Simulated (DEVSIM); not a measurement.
Structure: Cr/SiO2/n-Ge capacitor, at 300 K.

Layer 1 from the left is SiO2, thickness (nm) 5.50. Layer 2 from the left is Ge, thickness (nm) 6600, Nd (cm⁻³) 8e15.

Metal gate on the left, work function 4.5 eV. Fixed charge at the semiconductor interface 1.5e10 cm⁻² (in units of +e); no interface traps.

Constants are typed, rounded textbook-type inputs, not results; the design itself was drawn at random and stands for no fabricated device. Values at 300 K.

SiO2: gap (eV) 9, affinity (eV) 0.9, permittivity 3.9. Ge: gap (eV) 0.664, affinity (eV) 4, permittivity 16, Nc (cm⁻³) 1.04e19, Nv (cm⁻³) 6e18.

Task: Estimate by hand the flat-band voltage, the threshold voltage, and compare with a numerical solution.

Result: 
- Flat-band voltage: C = 0.628 μF/cm², work-function difference 0.315 V; VFB = φms − qNf/C = 0.31 V; numerical 0.31 V.
- Threshold voltage: φF = 0.154 V, depletion charge √(4εqNφF) = 3.34e-8 C/cm²; VT = VFB − 2φF − Qd/C = -0.05 V; numerical -0.05 V.

DEVSIM, 1D Poisson equation in equilibrium, Boltzmann statistics, complete ionisation; no quantum confinement or tunnelling. Metal contacts follow the ideal Schottky-Mott rule: no Fermi-level pinning, no interface dipoles.
